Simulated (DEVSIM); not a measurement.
Structure: Mo/La2O3/SiO2/p-Si capacitor, at 300 K.

Layer 1 from the left is La2O3, thickness (nm) 8.80. Layer 2 from the left is SiO2, thickness (nm) 0.640. Layer 3 from the left is Si, thickness (nm) 17000, Na (cm⁻³) 1.2e15.

Metal gate on the left, work function 4.6 eV. Fixed charge at the semiconductor interface 2.1e12 cm⁻² (in units of +e); no interface traps.

This is a model device: material constants are rounded textbook-type values typed into the input, and sizes, dopings and lifetimes were drawn at random. Values at 300 K.

La2O3: gap (eV) 5.8, affinity (eV) 1.8, permittivity 27. SiO2: gap (eV) 9, affinity (eV) 0.9, permittivity 3.9. Si: gap (eV) 1.124, affinity (eV) 4.05, permittivity 11.7, Nc (cm⁻³) 2.86e19, Nv (cm⁻³) 3.1e19.

**Question.** Estimate by hand the flat-band voltage, the threshold voltage, and compare with a numerical solution.

**Answer.** 
- Flat-band voltage: C = 1.81 μF/cm², work-function difference -0.311 V; VFB = φms − qNf/C = -0.50 V; numerical -0.50 V.
- Threshold voltage: φF = 0.300 V, depletion charge √(4εqNφF) = 1.55e-8 C/cm²; VT = VFB + 2φF + Qd/C = 0.11 V; numerical 0.11 V.

DEVSIM, 1D Poisson equation in equilibrium, Boltzmann statistics, complete ionisation; no quantum confinement or tunnelling. Metal contacts follow the ideal Schottky-Mott rule: no Fermi-level pinning, no interface dipoles.
